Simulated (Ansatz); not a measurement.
A relaxation of the atoms of InBi (P4mm, 4 atoms in the cell) with Ansatz (a first-principles code).

Computed with LDA (PW92), default PAW files made with PBE (plane waves; Ansatz).

The change in words: one atom moved by 0.15 angstrom; relax: default → atoms; relax.f_tol: default → 0.05 eV/Å. Reference geometry:
```yaml
crystal:
  lattice:
    - [4.92555, 0.00000, 0.00000]
    - [0.00000, 4.92555, 0.00000]
    - [0.00000, 0.00000, 5.23795]
  atoms:
    - { symbol: In, position: [0.50000, 0.50000, 0.00000] }
    - { symbol: In, position: [0.00000, 0.00000, 0.00000] }
    - { symbol: Bi, position: [0.50000, 0.00000, 0.36001] }
    - { symbol: Bi, position: [0.00000, 0.50000, 0.63999] }
```

Reference input (self-consistent single point, DFT, LDA (PW92), plane waves, default PAW files made with PBE): basis.ecutwfc = 420 eV; kpoints.mp_grid.grid = 7 7 6; hamiltonian.xc = lda; hamiltonian.pseudopotentials = {kind: paw} (the program's default PAW files); scf.occupations.method = gaussian; scf.occupations.width = 0.1 eV. This run's input differs from it in these lines:

```diff
@@ -8,3 +8,3 @@
     - { symbol: In, position: [0.000000, 0.000000, 0.000000] }
-    - { symbol: Bi, position: [0.500000, 0.000000, 0.360010] }
+    - { symbol: Bi, position: [0.500000, 0.000000, 0.388647] }
     - { symbol: Bi, position: [0.000000, 0.500000, 0.639990] }
@@ -19,2 +19,4 @@
   occupations: { method: gaussian, width: 0.1 }
+relax:
+  f_tol: 0.05
 output:
```

The program printed (abridged):

```
   [... SCF lines of the steps left out ...]
relax step   1: F+E_penalty+E_count = -35085.91504050 eV  Δ(F+E_penalty+E_count) = +0.000e0 eV  max|allowed force component| = 4.529e-1 eV/Å  Δτ_max = 0.0000 Å  (6 SCF iters, dr2 threshold 6.25e-5 eV, accepted)
relax step   2: F+E_penalty+E_count = -35085.94673782 eV  Δ(F+E_penalty+E_count) = -3.170e-2 eV  max|allowed force component| = 1.357e-1 eV/Å  Δτ_max = 0.1027 Å  (4 SCF iters, dr2 threshold 1.28e-5 eV, accepted)
relax step   3: F+E_penalty+E_count = -35085.94948240 eV  Δ(F+E_penalty+E_count) = -2.745e-3 eV  max|allowed force component| = 9.525e-3 eV/Å  Δτ_max = 0.0282 Å  (5 SCF iters, accepted)
the relaxation is at rest under the 8 symmetry operations that the run kept from its start: a minimum is not shown …
Stability not checked: this state was not tested for a lower state beside it, because too few of the mixer's solves of this state at the end of the SCF gave a …
Free energy (F): -35085.949482 eV
Internal energy: -35085.943966 eV  (E = F + TS)
E sigma→0 (E₀):  -35085.946724 eV
Entropy (-TS):   -0.005516 eV (-1.379 meV/atom)
Fermi energy:    8.993226 eV
--- Forces (eV/Å), atoms counted from 1 ---
  atom   1  In     0.00000000     0.00000000    -0.00035059
   [... lines left out ...]
  F+E_penalty+E_count = -35085.94948240 eV   max|allowed force component| = 9.525e-3 eV/Å
  atoms:
    - { symbol: In, position: [0.5, 0.5, 0.007167923825409559] }
    - { symbol: In, position: [4.692095288537576e-34, 0.0, 0.007167923825409559] }
    - { symbol: Bi, position: [0.5, 0.0, 0.3681254792369224] }
    - { symbol: Bi, position: [1.094822233992101e-33, 0.5, 0.6461756731122584] }
```

The run converged.  The full log also holds: “iter 5 did not close the SCF: its close was put off for the readings that it lacked (scf_convergence_deferred on its scf_iter line)”.

Summary of the result:
- Free energy E − TS (on the zero of these files): -35085.9495 eV
- Fermi level (on the code's own zero): 8.99 eV
- Pressure: -3.36 GPa
- Largest force (vector length): 0.010 eV/Å
- Relaxation steps: 3

The starting cell comes from a database of computed structures (which also holds hypothetical and non-ambient phases and stackings), without a prior relaxation at this level. Its lattice was rescaled by up to half a per cent. For this run, on top of that: one atom moved by 0.15 angstrom. The relaxation keeps the symmetry of its start, so its end need not be a minimum. Ansatz's pressure includes its estimate of the finite-basis (Pulay) stress.

Cost on one core of a shared machine: roughly 50 s.

Keys are those of Ansatz 0.2.
